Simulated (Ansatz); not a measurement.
Worked example: self-consistent single point of Cu₂SnHgO₄ (I-4, 8 atoms in the cell) in Ansatz (a first-principles code).

Computed with PBE (plane waves, PAW; Ansatz).

```yaml
crystal:
  lattice:
    - [-2.30999, 2.30999, 4.62723]
    - [2.30999, -2.30999, 4.62723]
    - [2.30999, 2.30999, -4.62723]
  atoms:
    - { symbol: Cu, position: [0.00000, 0.00000, 0.00000] }
    - { symbol: Cu, position: [0.75000, 0.25000, 0.50000] }
    - { symbol: Hg, position: [0.25000, 0.75000, 0.50000] }
    - { symbol: Sn, position: [0.50000, 0.50000, 0.00000] }
    - { symbol: O, position: [0.62900, 0.62800, 0.51300] }
    - { symbol: O, position: [0.11500, 0.11600, 0.48700] }
    - { symbol: O, position: [0.37200, 0.88500, 0.00100] }
    - { symbol: O, position: [0.88400, 0.37100, 0.99900] }
```

Reference input (self-consistent single point, DFT, PBE, plane waves, default PAW files): kpoints.mp_grid.grid = 8 8 8; hamiltonian.xc = pbe; hamiltonian.pseudopotentials = {kind: paw} (the program's default PAW files); scf.occupations.method = fermi_dirac; scf.occupations.width = 0.136 eV. This run's input differs from it in these lines:

Ansatz 0.2 input:
```diff
@@ -20,3 +20,3 @@
 scf:
-  occupations: { method: fermi_dirac, width: 0.136 }
+  occupations: { method: cold, width: 0.2 }
 output:
```

Output, abridged:

```
SCF iter   1: F=—  HF=-35349.755414 eV  |F-HF|=—  |Δ(HF+E_count)|=         —  Δρ=9.82e-3  dr2=7.69e-2  ethr=1.77e-3  ⟨swp⟩=5.9  Hψ=16440  notcnv=0  defer=11
all-band conjugate gradients solve this SCF's bands
preconditioner: auto → LDOS
SCF iter   2: F=—  HF=-35349.751636 eV  |F-HF|=—  |Δ(HF+E_count)|=   3.78e-3  S|Δr|=    0.00e0  Δρ=3.78e-3  dr2=1.43e-2  ethr=8.01e-5  ⟨swp⟩=2.2  Hψ=6927  notcnv=0  defer=20
   [... lines left out ...]
SCF iter   9: F=—  HF=-35349.748386 eV  |F-HF|=—  |Δ(HF+E_count)|=   1.74e-6  S|Δr|=    0.00e0  Δρ=4.84e-5  dr2=1.98e-6  ethr=1.41e-8  ⟨swp⟩=2.0  Hψ=4816  notcnv=0  defer=20
SCF iter  10: F=—  HF=-35349.748386 eV  |F-HF|=—  |Δ(HF+E_count)|=   7.07e-8  S|Δr|=    0.00e0  Δρ=2.04e-5  dr2=3.12e-7  ethr=2.07e-9  ⟨swp⟩=1.0  Hψ=4216  notcnv=0  defer=20
SCF iter  11: F=-35349.748386 eV  HF=-35349.748386 eV  |F-HF|=2.69e-10  |Δ(HF+E_count)|=   3.25e-8  S|Δr|=    0.00e0  Δρ=2.33e-6  dr2=2.53e-9  ethr=1.04e-10  ⟨swp⟩=9.6  Hψ=17789  notcnv=0
SCF 1 converged in 11 iterations: F = -35349.748386 eV  dr2 = 2.53e-9
Stability not checked (fill_not_monotonic)
Free energy (F): -35349.748386 eV
Internal energy: -35349.797377 eV  (E = F + TS)
E sigma→0 (E₀):  -35349.764716 eV
Entropy (-TS):   0.048991 eV (6.124 meV/atom)
Fermi energy:    13.184593 eV
--- Forces (eV/Å), atoms counted from 1 ---
  atom   1  Cu    -0.00000000    -0.00000000     0.00000000
  atom   2  Cu    -0.00000000     0.00000000     0.00000000
  atom   3  Hg    -0.00000000    -0.00000000     0.00000000
  atom   4  Sn    -0.00000000    -0.00000000     0.00000000
   [... lines left out ...]
  atom   8  O     -1.88115723    -2.62890732    -2.59321642
--- Stress (GPa, compression-positive) ---
       31.210054      -0.000000      -0.000000
        0.000000      31.210054      -0.000000
       -0.000000      -0.000000      31.099563
  P = ⅓ Tr σ = 31.1732 GPa (311.732 kbar)
  The stress holds the Pulay correction. Without it, at fixed plane waves, as pw.x and ABINIT print it: P = 30.5611 GPa
```

The run converged in 11 iterations. Against the reference run the free energy rises by 16.9 meV/atom, the pressure goes from 31.54 to 31.17 GPa and the largest force goes from 4.126 to 4.144 eV/Å.

The starting cell was generated: these elements placed on a structure prototype, without a prior relaxation; it need not be a known phase or ordering of this composition. Spin-orbit coupling is off. Spin polarisation is off, so a magnetic state, if there is one, cannot be reached. With a pressure of about 31 GPa the cell is away from its equilibrium volume at this level. Forces in this geometry exceed 1 eV/Å. Ansatz's pressure includes its estimate of the finite-basis (Pulay) stress. Without the estimate this run gives 30.56 GPa. The run gives no clean gap (levels at the Fermi energy touch, overlap or are partly filled at this smearing), which alone does not show that the compound is a metal.
